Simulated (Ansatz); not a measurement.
The starting structures come from a database of crystals and need not be the phases stable at ambient conditions.

Crystal: Cd(GaTe2)2 (I-4, not sure to be the ambient phase, 7 atoms a cell, 32.9 Å³ an atom); planes in its conventional cell.

All values below come from r2SCAN (plane waves, PAW; Ansatz, a first-principles code).

No gap correction and no spin-orbit coupling; mid-gap values are interpolated between computed energies.

| plane | area of the cell (Å²) | mid-gap κ (1/Å) | largest κ in the gap (1/Å) |
|---|---|---|---|
| (001) | 38.7 | 0.14 | 0.14 |
| (110) | 52.4 | ? | ? |
| (101) | 41.8 | ? | ? |
| (100) | 74.1 | ? | ? |

Task: The slowest decay depends on the direction. Supply the withheld values.

Result: 
- (110), mid-gap κ (1/Å): 0.11
- (110), largest κ in the gap (1/Å): 0.11
- (101), mid-gap κ (1/Å): 0.11
- (101), largest κ in the gap (1/Å): 0.11
- (100), mid-gap κ (1/Å): 0.11
- (100), largest κ in the gap (1/Å): 0.11
